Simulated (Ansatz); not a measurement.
**GaN (model structure, started from the NiAs type, P6₃/mmc, No. 194, 4 atoms in the cell)**

These are r²SCAN+rVV10 (PAW; Ansatz, a quantum-chemistry and plane-wave program) values and carry that method's errors.

Numerical settings: plane-wave cutoff 560 eV, 12×12×8 k mesh (along the axes of the cell as run), Fermi–Dirac smearing 0.01 eV, scalar-relativistic PAW data made under PBE.

Cell (relaxed at this level):

Space group P6₃/mmc (No. 194); a = 2.9601 Å, b = 2.9601 Å, c = 5.0244 Å, α = 90.00°, β = 90.00°, γ = 120.00°

| atom | site | symmetry | x | y | z |
|---|---|---|---|---|---|
| Ga | 2a | -3m. | 0.0000 | 0.0000 | 0.0000 |
| N | 2c | -6m2 | 0.3333 | 0.6667 | 0.2500 |

| Quantity | Result |
|---|---|
| band gap | 1.93 eV (on the SCF k mesh) |

Note: the relaxation could raise the start's symmetry but not lower it, so the cell can be a saddle point.

Spin–orbit coupling is not included.

Computed values are for the static lattice.

Cost on a shared machine: very roughly 70 core-seconds.

A model structure was made by putting elements into a prototype or built by hand; it is no filed structure, need not be a known phase, and can be a saddle point held by its symmetry.
